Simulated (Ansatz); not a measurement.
Data:

```
CELL_PARAMETERS angstrom
      0.00000     1.81234     1.81234
      1.81234     0.00000     1.81234
      1.81234     1.81234     0.00000
ATOMIC_POSITIONS crystal
  N  0.75000 0.75000 0.75000
  B  0.00000 0.00000 0.00000
```

No spin polarisation.

0.0595 holes added to each cell, a density of 5.0×10^21 cm⁻³, with a uniform compensating background at fixed cell and a 300 K Fermi–Dirac width.

Calculations: DFT with PBE, PAW potentials and a 420 eV plane-wave cutoff in Ansatz (a quantum-chemistry and plane-wave program), no SOC. Settings: 36×36×36 k-points, 0.0259 eV Fermi–Dirac smearing.

Q: Predict the gap character, Fermi level from band edge and gap between the host's bands.

A: 
- Gap character: indirect, Γ → X
- Fermi level relative to the doped band's edge (positive inside the band; to 0.05 eV): +0.45 eV
- Gap between the host's bands: 4.57 eV

Charged cell with a jellium background: band edges are those of the host's band count, energies are not comparable with the neutral cell, and many-body gap narrowing is missing. No phonon test of stability was made. The cell was made from BN in the zinc blende structure (space group F-43m, No. 216) by this change: holes 5.0×10^21 cm⁻³.
